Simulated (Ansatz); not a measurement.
Worked example: self-consistent single point of HfC (I4mm, 2 atoms in the cell) in Ansatz (an electronic-structure program).

Computed with LDA (PW92), default PAW files made with PBE (plane waves; Ansatz).

```
CELL_PARAMETERS angstrom
      0.00000     2.33160     2.33160
      2.33160     0.00000     2.33160
      2.33160     2.33160     0.00000
ATOMIC_POSITIONS crystal
  Hf 0.01072 0.01072 0.98928
  C  0.50000 0.50000 0.50000
```

Reference input (self-consistent single point, DFT, LDA (PW92), plane waves, default PAW files made with PBE): basis.ecutwfc = 420 eV; kpoints.mp_grid.grid = 12 12 12; hamiltonian.xc = lda; hamiltonian.pseudopotentials = {kind: paw} (the program's default PAW files); scf.occupations.method = fermi_dirac; scf.occupations.width = 0.1 eV. This run's input differs from it in these lines:

Ansatz 0.2 input:
```diff
@@ -12,3 +12,3 @@
 kpoints:
-  mp_grid: { grid: [12, 12, 12] }
+  mp_grid: { grid: [20, 20, 20] }
 hamiltonian:
@@ -17,3 +17,3 @@
 scf:
-  occupations: { method: fermi_dirac, width: 0.1 }
+  occupations: { method: methfessel_paxton, width: 0.2 }
 output:
```

Output, abridged:

```
SCF iter   1: F=—  HF=-15721.809775 eV  |F-HF|=—  |Δ(HF+E_count)|=         —  Δρ=8.20e-3  dr2=2.07e-2  ethr=1.77e-3  ⟨swp⟩=4.5  Hψ=48309  notcnv=0
all-band conjugate gradients solve this SCF's bands
preconditioner: auto → Kerker (q_TF=auto, 2.806 Å⁻¹)
SCF iter   2: F=—  HF=-15721.805185 eV  |F-HF|=—  |Δ(HF+E_count)|=   4.59e-3  S|Δr|=    0.00e0  Δρ=3.56e-3  dr2=2.39e-3  ethr=6.89e-5  ⟨swp⟩=1.0  Hψ=17370  notcnv=0
SCF iter   3: F=—  HF=-15721.804719 eV  |F-HF|=—  |Δ(HF+E_count)|=   4.65e-4  S|Δr|=    0.00e0  Δρ=1.36e-3  dr2=2.59e-4  ethr=7.98e-6  ⟨swp⟩=2.0  Hψ=18768  notcnv=0
SCF iter   4: F=—  HF=-15721.804633 eV  |F-HF|=—  |Δ(HF+E_count)|=   8.62e-5  S|Δr|=    0.00e0  Δρ=6.80e-4  dr2=5.22e-5  ethr=8.62e-7  ⟨swp⟩=2.1  Hψ=20010  notcnv=0
SCF iter   5: F=—  HF=-15721.804620 eV  |F-HF|=—  |Δ(HF+E_count)|=   1.31e-5  S|Δr|=    0.00e0  Δρ=9.36e-5  dr2=1.35e-6  ethr=1.74e-7  ⟨swp⟩=2.4  Hψ=18469  notcnv=0
SCF iter   6: F=-15721.804620 eV  HF=-15721.804620 eV  |F-HF|=2.23e-8  |Δ(HF+E_count)|=   2.03e-7  S|Δr|=    0.00e0  Δρ=1.40e-5  dr2=4.81e-8  ethr=3.33e-10  ⟨swp⟩=4.4  Hψ=60776  notcnv=0
SCF 1 converged in 6 iterations: F = -15721.804620 eV  dr2 = 4.81e-8
Stability not checked (fill_not_monotonic)
Free energy (F): -15721.804620 eV
Internal energy: -15721.804952 eV  (E = F + TS)
E sigma→0 (E₀):  -15721.804703 eV
Entropy (-TS):   0.000332 eV (0.166 meV/atom)
Fermi energy:    19.616320 eV
--- Forces (eV/Å), atoms counted from 1 ---
  atom   1  Hf     0.00000000     0.00000000    -0.34166561
  atom   2  C      0.00000000     0.00000000     0.34168019
--- Stress (GPa, compression-positive) ---
      -13.689137       0.000000       0.000000
        0.000000     -13.689137       0.000000
        0.000000       0.000000     -12.999532
  P = ⅓ Tr σ = -13.4593 GPa (-134.593 kbar)
  The stress holds the Pulay correction. Without it, at fixed plane waves, as pw.x and ABINIT print it: P = -13.7359 GPa
```

The run converged in 6 iterations. Against the reference run the free energy goes up by 2.2 meV/atom, the pressure hardly changes (-13.44 to -13.46 GPa) and the largest force hardly changes (0.340 to 0.342 eV/Å).

The starting cell has typed, rounded lattice constants, without a prior relaxation at this level. Its lattice was rescaled by up to half a per cent. One atom was moved a little off its site on purpose. With a pressure of about -13 GPa the cell is away from its equilibrium volume at this level. Ansatz's pressure includes its estimate of the finite-basis (Pulay) stress.
